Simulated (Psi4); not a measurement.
Psi4 1.11, PBE0/def2-svp: Sc(Br)(OMe)2 (C[O][Sc]([Br])[O]C), 12 atoms. The geometry is a generated start, not checked to be a minimum at this level.

```
Property                             Result
--------------------------  ---------------
task                                 energy
method                                 pbe0
basis                              def2-svp
memory                                 3 GB
maxiter                                 100
keys of the molecule block      symmetry c1
scf_type                       df (default)
e_convergence               1e-06 (default)
d_convergence               1e-06 (default)
dft_radial_points              75 (default)
dft_spherical_points          302 (default)
basis functions                         149
grid points                          259466
```

```xyz
12

Sc     0.6203     0.7722     0.5840
Br     1.9941     2.3507     1.8169
O     -0.6852     1.4500    -0.4265
C     -1.7695     1.6551    -1.2883
H     -1.9651     2.7336    -1.3743
H     -1.5475     1.2568    -2.2875
H     -2.6711     1.1617    -0.8999
O      1.0784    -0.9368     0.8047
C      1.2066    -2.3280     0.7715
H      1.2351    -2.6904    -0.2656
H      2.1395    -2.6196     1.2729
H      0.3644    -2.8053     1.2921
```

Charge 0 and multiplicity 1 are set for this test and not shown to be the ground state.

With the defaults (diis = true, scf_initial_accelerator = adiis, damping_percentage = 0, guess = auto, which took SAD, level_shift = 0, level_shift_cutoff = 0.01, diis_max_vecs = 10) it converges in 10 SCF iterations. One run each on 2 threads, with these changes:
- guess = gwh
- guess = sapgau
- diis = false, scf_initial_accelerator = none, damping_percentage = 60
- level_shift = 0.5, level_shift_cutoff = 0.001
- damping_percentage = 20
- scf_initial_accelerator = ediis
- scf_initial_accelerator = none
- level_shift = 0.1, level_shift_cutoff = 0.001
- diis_max_vecs = 3

Question: Which of these changes keep the SCF from converging, or lead it to another solution?

Answer: No convergence: diis = false, scf_initial_accelerator = none, damping_percentage = 60 (the run ends without SCF convergence in 100 iterations). The rest reach the solution of the defaults.

```csv
setting,SCF iterations,end
the defaults,10,same solution
"level_shift = 0.5, level_shift_cutoff = 0.001",10,same solution
scf_initial_accelerator = ediis,10,same solution
"level_shift = 0.1, level_shift_cutoff = 0.001",10,same solution
scf_initial_accelerator = none,10,same solution
guess = sapgau,12,same solution
guess = gwh,17,same solution
diis_max_vecs = 3,17,same solution
damping_percentage = 20,20,same solution
"diis = false, scf_initial_accelerator = none, damping_percentage = 60",100,no convergence
```

1 further run of the study ended by our limits or in an error and is left out.
